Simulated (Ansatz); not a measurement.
Take Cs2AgBiBr6 (space group Fm-3m, No. 225; a = 11.187 Å) as the base. Axes: x, y, z lie along the cube axes.

Method: PBEsol in Ansatz (plane waves to 420 eV, PAW, spin-orbit coupling left out).

Base values:

```
Quantity   Result
--------  -------
Band gap  1.10 eV
```

Now apply this change: the cell is stretched by 1.50 % along z with no lateral relaxation, atoms relaxed at fixed cell.

Problem. What happens to the band gap?

Solution. The band gap shrinks by 0.012 eV, from 1.10 eV to 1.08 eV.

Problem. What does the calculation give for the stress after the change?

Solution. The stress (xx, yy, zz, yz, xz, xy; compression positive) amounts to (-0.25, -0.25, -0.61, 0.00, 0.00, 0.00) GPa.

With Bi present, leaving out spin-orbit coupling can change the band edges. The cells carry an imposed strain or load. Stability against distortions was not tested.

Ansatz is a first-principles code.
